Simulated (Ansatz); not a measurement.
**A computed series for GaAs: thickness series**

The parent structure is GaAs in the zinc blende structure (space group F-43m, No. 216; a = 5.667 Å). Axes: x, y, z lie along the cube axes.

Free-standing slabs (2 atom(s) a layer) normal to [110] with 15 Å of vacuum; in-plane cell held at bulk.

Computed with DFT with r2SCAN, PAW potentials and a 500 eV plane-wave cutoff in Ansatz (an electronic-structure program), no spin-orbit coupling.

Notes on the quantities. layer's space group: with vacuum.

| change | shortest interatomic distance | smallest direct gap | layer's space group | gap character |
|---|---|---|---|---|
| base | 2.454 Å | 0.96 eV | – | – |
| 1 layer | 2.271 Å | – | Pmm2 (No. 25) | – |
| 2 layers | 2.387 Å | 2.11 eV | Pmn2_1 (No. 31) | indirect, Γ → Γ–Z (67 % along) |
| 3 layers | 2.425 Å | 1.15 eV | Pmm2 (No. 25) | indirect, Γ → X |
| 4 layers | 2.419 Å | 1.67 eV | Pmn2_1 (No. 31) | indirect, Γ → Γ–X (83 % along) |
| 5 layers | 2.417 Å | 1.45 eV | Pmm2 (No. 25) | indirect, Γ → X |
| 6 layers | 2.420 Å | 1.43 eV | Pmn2_1 (No. 31) | indirect, Γ → X |
| 7 layers | 2.418 Å | 1.35 eV | Pmm2 (No. 25) | indirect, Γ → X |

Whether these cells are dynamically stable was not tested. The final runs are not spin-polarised. Labels are those of the standard path for the cell's own space group.
